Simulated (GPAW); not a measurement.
σyy against uniaxial strain in CsCl-type RuAl (space group 221): C12 (GPAW, LDA)

```yaml
crystal:
  lattice:
    - [2.91298, 0.00000, 0.00000]
    - [0.00000, 2.95734, 0.00000]
    - [0.00000, 0.00000, 2.95734]
  atoms:
    - { symbol: Al, position: [0.50000, 0.50000, 0.50000] }
    - { symbol: Ru, position: [0.00000, 0.00000, 0.00000] }
```

Computed with LDA (Perdew-Wang 92), GPAW PAW datasets LDA (gpaw-data 1.0.1) (plane waves; GPAW). Settings: mode = pw; ecut = 585 eV; xc = LDA; kpts = 22 22 22; mesh shift (steps) = 0 0 0; occupations.name = fermi-dirac; occupations.width = 0.05 eV; nbands = -6; convergence.density = 1e-06 e/electron; convergence.energy = 1e-06 eV/electron; symmetry.symmorphic = false; symmetry.tolerance = 0.0005; maxiter = 150. The cell above is the first row's. The rows stretch one cube axis (x) by the strain ε and hold the other two. Stress is positive in tension. In all rows fractional positions and the k mesh are held.

| ε (%) | σyy (GPa) |
|---|---|
| -1.5 | ? |
| -1.0 | -1.53 |
| -0.5 | -0.65 |
| 0.0 | 0.21 |
| 0.5 | 1.05 |
| 1.0 | 1.86 |
| 1.5 | 2.66 |
| 2.0 | 3.42 |

The 7 complete rows are fitted with a parabola, σyy against ε. Least squares gives σyy = 0.211 + 1.6971·ε - 0.0457·ε². Residuals (row less fit): 0.002, -0.001, -0.001, 0.002, -0.002, 0.006, -0.002; standard error 0.004 (degrees of freedom: 4). The slope at ε = 0, 1.6971 GPa per cent, gives C12 ≈ 100 × 1.6971 = 170 GPa, for the static lattice.

**Question.** Estimate the missing σyy (ε = -1.5); what did the run itself give?

**Answer.** σyy = 0.211 + 1.6971 × (-1.5) - 0.0457 × (-1.5)² = -2.437 GPa. The calculation gives -2.44 GPa, which the fit meets to the printed digits. The row lies outside the fitted rows, so this is an extrapolation. From the scatter of the fitted rows alone, a prediction at this place has a standard error of 0.007 GPa, so the miss is 0.4 times that.

Carrying the step between the two nearest rows on in a straight line would have given -2.41, off by 0.03; series whose last step already gives the withheld value aren't shown. The reference cell has the volume at which an earlier scan in this program and functional put its minimum by a fit. The runs keep the symmetry of the cell, so they don't test it for distortions. The unstrained cell stands at a pressure of -0.21 GPa, and the constants belong to that pressure. By symmetry this strain leaves no force on the atoms; the largest in the rows is 0.000 eV/Å. Spin polarisation is off. Without a gap such slopes are sensitive to mesh and smearing. Cutoffs and mesh are single choices, not tested for convergence of this quantity. Series with a scatter that would blur these digits, or in which a gap closes, are not shown. Strain series were run only where this level's volume lies within 10 % of a first guess from the measured size.
